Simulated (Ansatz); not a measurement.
## BN, response to strain

The reference is BN in the zinc blende structure (space group F-43m, No. 216; a = 3.5805 Å). Axes: x, y, z lie along the cube axes.

Strains are applied to the cell and any free atomic positions relax; under biaxial strain the out-of-plane vector relaxes too.

Computed with Kohn–Sham DFT with the LDA functional, run in Ansatz (a quantum-chemistry and plane-wave program) with PAW and 420 eV plane waves, scalar-relativistic without spin-orbit coupling.

| biaxial strain, plane normal [001], relaxed out of plane (%) | band gap (eV) |
|---|---|
| 0 | 4.39 |
| 0.5 | 4.25 |
| 1.5 | ? |
| 2 | 3.84 |
| 2.5 | 3.72 |
| 3 | 3.59 |

**Question.** Fit E_g = E₀ + Dε (ε in %) to the rows shown and predict the withheld row.

**Answer.** Least squares on the printed values gives E₀ = 4.39 eV, D = -267 meV per % of strain (largest residual 0.01 eV); this predicts 3.98 eV, and the run gives 3.97 eV, in agreement.

Whether these cells are dynamically stable was not tested.
